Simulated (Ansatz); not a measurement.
# BaTiO3 in the cubic perovskite structure (space group Pm-3m, No. 221)

```xyz
5
Lattice="3.9702 0.0000 0.0000 0.0000 3.9702 0.0000 0.0000 0.0000 3.9702" Properties=species:S:1:pos:R:3 pbc="T T T"
Ba     0.0000     0.0000     0.0000
Ti     1.9851     1.9851     1.9851
O      0.0000     1.9851     1.9851
O      1.9851     1.9851     0.0000
O      1.9851     0.0000     1.9851
```

Computed with PBEsol (Ansatz, a first-principles code, PAW, no SOC), earlier PAW set. k-mesh 8×8×8 (Γ-centred); smearing 0.05 eV (Fermi–Dirac).

```yaml
volume_per_atom: 12.52 Å³
density: 6.19 g/cm³
band_gap: 1.82 eV, indirect, R → Γ
Lowest conduction-band minima above the VBM: Γ 1.82 eV
total_energy: -2005.524 eV/atom (σ→0; compares only within this code and set-up)
```

No phonon test of stability was made. The final runs are not spin-polarised. Many cubic perovskites are stable only at high temperature; tilts and polar distortions were not tested. This is not the structure that BaTiO3 has at room temperature and ambient pressure.
